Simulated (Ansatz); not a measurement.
**Y: uniaxial strain ε_zz = +0.50 %**

Consider Y in the hcp (Mg type) structure (space group P6_3/mmc, No. 194; a = 3.652 Å, c = 5.703 Å; relaxed with 0.1 eV smearing). Axes: x lies along a and z along c of the hexagonal cell.

It is then changed as follows: the cell is stretched by 0.50 % along z with no lateral relaxation, atoms relaxed at fixed cell.

Level of theory: Kohn–Sham DFT with the PBE functional, run in Ansatz (a program for electronic structure) with PAW and 420 eV plane waves, no SOC. Γ-centred 18×18×10 mesh, Fermi–Dirac width 0.1 eV.

The volume per atom goes up by 0.165 Å³, from 32.94 Å³ to 33.11 Å³ and the space group is still P6_3/mmc (No. 194). The shortest interatomic distance rises by 0.0115 Å (3.546 Å → 3.558 Å) and the energy stays essentially unchanged. The pressure (mean of the normal stresses, compression positive) goes from zero to -0.2 GPa and the band gap is still zero. The stress (xx, yy, zz, yz, xz, xy; compression positive) is (-0.1, -0.1, -0.4, 0.0, 0.0, 0.0) GPa.

Whether these cells are dynamically stable was not tested. All final runs are without spin polarisation.
